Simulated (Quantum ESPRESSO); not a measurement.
Cost against accuracy: K_POINTS for CuO₂ (Cmcm, 6 atoms in the cell)

```yaml
crystal:
  lattice:
    - [1.41261, -5.21075, 0.00000]
    - [1.41261, 5.21075, 0.00000]
    - [0.00000, 0.00000, 4.34342]
  atoms:
    - { symbol: Cu, position: [0.83275, 0.16725, 0.25000] }
    - { symbol: Cu, position: [0.16725, 0.83275, 0.75000] }
    - { symbol: O, position: [0.44851, 0.55149, 0.25000] }
    - { symbol: O, position: [0.55149, 0.44851, 0.75000] }
    - { symbol: O, position: [0.21103, 0.78897, 0.25000] }
    - { symbol: O, position: [0.78897, 0.21103, 0.75000] }
```

Computed with PBEsol, GBRV 1.5 ultrasoft (PBESOL) pseudopotentials (plane waves; Quantum ESPRESSO).

Base settings: ecutwfc = 50 Ry; ecutrho = 400 Ry; occupations = smearing; smearing = mp; degauss = 0.0036749 Ry; potentials = {Cu: cu_pbesol_v1.2.uspp.F.UPF, O: o_pbesol_v1.2.uspp.F.UPF}; K_POINTS = automatic 7 7 4 0 0 0; conv_thr = 1e-10 Ry.

Misses are taken against the tightest run, automatic 8 8 5 0 0 0, which need not be fully converged itself. The energy is the free energy per atom.

The count of work is k-points × plane waves × bands × iterations; it is no time, and leaves out set-up, grids and terms that scale otherwise. Core times come from one kind of shared machine and are given to one figure; runs under 30 s give none.

The starting cell comes from a database of computed structures (which also holds hypothetical and non-ambient phases and stackings), without a prior relaxation at this level. Spin polarisation is off, so a magnetic state, if there is one, cannot be reached. In the base run, with a pressure of about -9 GPa the cell is away from its equilibrium volume at this level. The run gives no clean gap (levels at the Fermi energy touch, overlap or are partly filled at this smearing), which alone does not show that the compound is a metal. Without a gap this mesh is coarse (it stands for a supercell whose shortest vector is 17 Å).

The runs (K_POINTS): automatic 1 1 1 0 0 0 | automatic 2 2 2 0 0 0 | automatic 3 3 2 0 0 0 | automatic 4 4 3 0 0 0 | automatic 5 5 3 0 0 0 | automatic 6 6 4 0 0 0 | automatic 7 7 4 0 0 0 | automatic 8 8 5 0 0 0.

Question: Which is the coarsest setting among those run that, with all tighter ones, holds the energy within 5 meV/atom of the reference, and what does it save?

Answer: automatic 4 4 3 0 0 0, off by 0.77 meV/atom; it needs 0.22 of the reference's count of work and about 0.3 of the reference's time.

Question: Which is the coarsest setting among those run that, with all tighter ones, holds the energy within 2 meV/atom of the reference, and what does it save?

Answer: automatic 6 6 4 0 0 0, off by 1.7 meV/atom; its saving against the reference is no more than about a factor of 2 in the count of work. The coarser automatic 4 4 3 0 0 0 also lies inside, but a setting between leaves the range again, so that is luck.

Question: What does the step from automatic 3 3 2 0 0 0 to automatic 6 6 4 0 0 0 buy?

Answer: It takes the miss in the energy from 29 to 1.7 meV/atom, for 5.2 times the count of work and roughly 4 times the time.

```csv
K_POINTS,energy less reference (meV/atom),pressure less reference (GPa),largest difference in the force on any atom (eV/Å),count of work / reference,core time / reference (rough)
automatic 1 1 1 0 0 0,768.90,6.07,1.162,0.017,0.1
automatic 2 2 2 0 0 0,-95.53,-2.42,0.546,0.11,0.2
automatic 3 3 2 0 0 0,-29.07,-0.35,0.123,0.12,0.2
automatic 4 4 3 0 0 0,0.77,0.15,0.077,0.22,0.3
automatic 5 5 3 0 0 0,-2.17,0.04,0.120,0.27,0.3
automatic 6 6 4 0 0 0,1.72,-0.02,0.099,0.62,0.7
automatic 7 7 4 0 0 0,0.58,-0.03,0.108,0.76,0.8
automatic 8 8 5 0 0 0,0.00,0.00,0.000,1.0,1
```
